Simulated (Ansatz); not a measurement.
The reference is PbSe in the rock salt structure (space group Fm-3m, No. 225).

```cif
data_Pb4Se4
_chemical_formula_sum 'Se4 Pb4'
_space_group_name_H-M_alt 'Fm-3m'
_space_group_IT_number 225
_space_group_name_Hall '-F 4 2 3'
_cell_length_a 6.17802
_cell_length_b 6.17802
_cell_length_c 6.17802
_cell_angle_alpha 90.000
_cell_angle_beta 90.000
_cell_angle_gamma 90.000
loop_
_atom_site_label
_atom_site_type_symbol
_atom_site_symmetry_multiplicity
_atom_site_Wyckoff_symbol
_atom_site_fract_x
_atom_site_fract_y
_atom_site_fract_z
_atom_site_occupancy
Se1 Se 4 a 0.00000 0.00000 0.00000 1
Pb1 Pb 4 b 0.50000 0.50000 0.50000 1
```
(The calculation used a cell of 2 atoms; values per cell refer to that cell.)

Computed with Ansatz (a program for electronic structure), r2SCAN, PAW, cutoff 500 eV, no spin-orbit coupling.

Base values:

- Gap between the host's bands = 0.67 eV

Now apply this change: 0.0413 holes added to each cell, a density of 7.0×10^20 cm⁻³, with a uniform compensating background at fixed cell and a 300 K Fermi–Dirac width.

Task: Estimate the effect on the Fermi level from band edge and gap between the host's bands.

Result: The Fermi level relative to the doped band's edge (positive inside the band; to 0.05 eV) is +0.40 eV; the gap between the host's bands grows by 0.016 eV to 0.68 eV.

Carriers are added with a uniform compensating background; total energy and stress of such cells depend on the potential's zero and are not compared; many-body gap narrowing is missing at this level. Spin-orbit coupling, missing from the scalar runs, can matter with Pb. Whether these cells are dynamically stable was not tested.
